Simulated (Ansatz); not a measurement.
Question: Name crystals whose resistivity at 300 K lies between 6.9 and 10.8 μΩ·cm and whose electron-phonon coupling λ lies between 0.188 and 0.29, by Ansatz (a program for electronic structure) with PBEsol, DFPT electron-phonon coupling, linearised Boltzmann equation.

Answer: Many crystals can fit; among those computed here:
- TaRh₃ (Pm-3m): 8.1 μΩ·cm, 0.22
- NbIr3 (Pm-3m): 7.7 μΩ·cm, 0.22
- NbRh₃ (Pm-3m): 8.2 μΩ·cm, 0.24
- NiSb (P6_3/mmc): 8.9 μΩ·cm, 0.29
- NaAu2 (Fd-3m): 8.7 μΩ·cm, 0.23

Metals; harmonic phonons alone scatter; means over directions. Halving the electron mesh moves these values by up to 9 %; q meshes are mostly untested. Some of the runs warned that the eigensolver left states short of its tolerance. Spin-orbit coupling is left out.

Formula and space group known from diffraction (Crystallography Open Database), not checked to be the room-temperature form: NaAu2 (Fd-3m), NbIr3 (Pm-3m), NbRh3 (Pm-3m), NiSb (P6_3/mmc), TaRh3 (Pm-3m). Treated as nonmagnetic (a ferromagnetic start lost its moment, other orders weren't tried): NiSb (P6_3/mmc). The missing spin-orbit coupling matters most for NaAu2 (Fd-3m), NbIr3 (Pm-3m), TaRh3 (Pm-3m).
